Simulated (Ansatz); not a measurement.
Here is the system:

End structure of Br on the 1x1 (0001) surface of hcp Ru, one in a 2x2 cell, started at the site 'bridge Ru-Ru (span 2.7 Å)':

```
CELL_PARAMETERS angstrom
      5.44280     0.00000     0.00000
     -2.72140     4.71360     0.00000
      0.00000     0.00000    25.50000
ATOMIC_POSITIONS crystal
  Ru 0.33333 0.16667 0.37633
  Ru 0.33333 0.66667 0.37633
  Ru 0.83333 0.16667 0.37633
  Ru 0.83333 0.66667 0.37633
  Ru 0.16667 0.33333 0.45766
  Ru 0.16667 0.83333 0.45766
  Ru 0.66667 0.33333 0.45766
  Ru 0.66667 0.83333 0.45766
  Ru 0.33478 0.16739 0.54236
  Ru 0.33328 0.66664 0.54301
  Ru 0.83264 0.16748 0.54237
  Ru 0.83264 0.66516 0.54237
  Ru 0.16552 0.33116 0.62363
  Ru 0.16552 0.83436 0.62363
  Ru 0.66670 0.33335 0.62305
  Ru 0.66887 0.83443 0.62361
  Br 0.99999 0.99999 0.70601
```

Set-up: 17 atoms, 6.3 Å thick at the start under the adsorbate (thin: gaps and levels are the slab's own); mesh 6x6x1; 0.1 eV smearing; dipole correction on; single point; on the structure that PBE left under its start's symmetry; no spin, no spin-orbit, no U, no dispersion correction. At the end it is bonded to 3 Ru. In PBE it is, or lies within 0.03 eV of, the lowest of the starts that converged; the order may differ at this level.

A negative adsorption energy means that the adsorbate is more stable on the surface than in its reference.

### Question
What is the computed change of the work function (r2SCAN, at the PBE geometry (Ansatz, an electronic-structure program))?

### Answer
-0.38 eV

### Question
Estimate the adsorption energy against ½ Br2(g) at the same level that r2SCAN, at the PBE geometry returns for this input.

### Answer
-2.57 eV

### Question
What work function of the top face does r2SCAN, at the PBE geometry give?

### Answer
4.62 eV

### Question
What change of the step from the bottom to the top vacuum level, against the clean slab does r2SCAN, at the PBE geometry give?

### Answer
-0.31 eV
